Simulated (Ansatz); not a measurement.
Base system: Ta in the bcc (W type) structure (space group Im-3m, No. 229; a = 3.321 Å; relaxed with 0.1 eV smearing). Axes: x, y, z lie along the cube axes.

Level of theory: DFT with PBE, PAW potentials and a 420 eV plane-wave cutoff in Ansatz (a program for electronic structure), spin-orbit coupling left out, earlier PAW set.

The change: an isotropic linear strain of −1.22 %, atoms relaxed at fixed cell.

Task: Predict the stress tensor and what it implies for the stiffness.

Result: Stress of the strained cell less that of the base (GPa, compression positive):
```
    7.6     0.0     0.0
    0.0     7.6     0.0
    0.0     0.0     7.6
```

Then B = −ΔP/(ΔV/V₀) with ΔV/V₀ = -0.0362 gives secant stiffness values (nonlinear terms included at this strain): B ≈ 211 GPa.

As a check, the harmonic strain energy −½ V₀ Δσ:ε is 16 meV/atom; the computed energy rise is 15 meV/atom.

No phonon test of stability was made. The final runs are not spin-polarised.
